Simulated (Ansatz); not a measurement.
Candidates (primitive cells; geometry: relaxed with this functional, without spin-orbit coupling):
A. LaIr2 (Fd-3m), a = 5.401 Å, b = 5.401 Å, c = 5.401 Å, α = 60.00°, β = 60.00°, γ = 60.00°
B. PtSn2 (Fm-3m), a = 4.563 Å, b = 4.563 Å, c = 4.563 Å, α = 60.00°, β = 60.00°, γ = 60.00°
C. AgZn (Pm-3m), a = b = c = 3.116 Å, α = β = γ = 90.00°
D. TiSb (P6_3/mmc), a = b = 3.9844 Å, c = 6.1959 Å, α = β = 90.00°, γ = 120.00°
E. LaPb3 (Pm-3m), a = 4.8802 Å, b = 4.8802 Å, c = 4.8802 Å, α = 90.00°, β = 90.00°, γ = 90.00°

**Question.** Rank these by resistivity at 300 K (lowest first), as Ansatz (a quantum-chemistry and plane-wave program) with PBEsol, DFPT electron-phonon coupling, linearised Boltzmann equation gives it.

**Answer.** C (5.4 μΩ·cm), B (11.9 μΩ·cm), E (18.7 μΩ·cm), A (51 μΩ·cm), D (76 μΩ·cm)

Metals; harmonic phonons alone scatter; means over directions. Halving the electron mesh moves these values by up to 7 %; q meshes are mostly untested. Some of the runs warned that the eigensolver left states short of its tolerance. Spin-orbit coupling is left out.

Formula and space group known from diffraction (Crystallography Open Database), not checked to be the room-temperature form: AgZn (Pm-3m), LaIr2 (Fd-3m), LaPb3 (Pm-3m), PtSn2 (Fm-3m), TiSb (P6_3/mmc). The missing spin-orbit coupling matters most for LaIr2 (Fd-3m), LaPb3 (Pm-3m), PtSn2 (Fm-3m).
